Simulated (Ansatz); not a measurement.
Levels about the gap of amorphous Si₃₀N₄₄Ti₃ (77 atoms in a cell of 872 Å³, 3.05 g/cm³; zone centre alone, so wide bands show as single levels with stretches between that a denser mesh fills), at the geometry that PBE relaxed, where it gives 2.5 GPa on a denser mesh. Exact exchange is cut at the faces of this small cell, which leaves a finite-size error. The participation number counts the atoms over which a state spreads; weights are charges in smoothed Voronoi cells. The levels come from a single point, so bond lengths are those of that geometry. Method of the levels: HSE06, scalar-relativistic without spin-orbit coupling (Ansatz, a first-principles code). Sampling: the zone centre alone; Fermi-Dirac width 0.01 eV; collinear spin, started from moments on atoms (the moments died out). At PBE the levels at both edges of the gap are localised (band-tail or defect states), and the nearest spread-out levels lie 3.1 eV apart at the zone centre.

The cell was made by melting and quenching with the CHGNet potential and then relaxed with DFT. N atoms were pushed apart under 1.9 Å during the dynamics, to hinder bonds among them. The hot cell started wider than the set density and was brought back towards it in steps. It is the lowest in DFT energy of 2 quenches. It is a model cell: composition and starting density were chosen by hand, and all elements were melted together. No dispersion term was used. Its density started from a set value of 3.05 and ended at 3.05 g/cm³. Cooling (nominally 380 K/ps over its main leg) ran many orders faster than in experiment, which tends to leave more defects and strain. A cell of this size samples the disorder only roughly. The volume was held where the preparation left it, at a PBE pressure of 2.5 GPa. Stress components on the final sampling reach 5.4 GPa.

```csv
"E - E(highest filled), eV",filling,spin,participation number,largest on,weight N,weight Ti,weight Si
-0.71,filled,up,12.0,"N, 3 neighbours",0.88,0.03,0.08
-0.65,filled,up,8.1,"N, 3 neighbours",0.89,0.02,0.09
-0.65,filled,dn,8.1,"N, 3 neighbours",0.89,0.02,0.09
-0.47,filled,up,6.7,"N, 2 neighbours",0.89,0.02,0.09
-0.47,filled,dn,6.7,"N, 2 neighbours",0.89,0.02,0.09
0.00,filled,up,3.2,"N, 2 neighbours",0.89,0.01,0.11
0.00,filled,dn,3.2,"N, 2 neighbours",0.89,0.01,0.11
2.61,empty,up,2.1,"Ti, 5 neighbours",0.20,0.75,0.06
2.61,empty,dn,2.1,"Ti, 5 neighbours",0.20,0.75,0.06
2.69,empty,up,3.0,"Ti, 5 neighbours",0.20,0.73,0.07
2.69,empty,dn,3.0,"Ti, 5 neighbours",0.20,0.73,0.07
2.86,empty,up,4.0,"Ti, 5 neighbours",0.18,0.75,0.06
2.86,empty,dn,4.0,"Ti, 5 neighbours",0.18,0.75,0.06
2.99,empty,up,4.1,"Ti, 5 neighbours",0.22,0.72,0.06
```

Most localised among these is the empty level at +2.61 eV, on a Ti atom, which has 5 neighbours (N 1.86 Å, N 2.04 Å, N 2.09 Å, N 2.16 Å, N 2.46 Å).
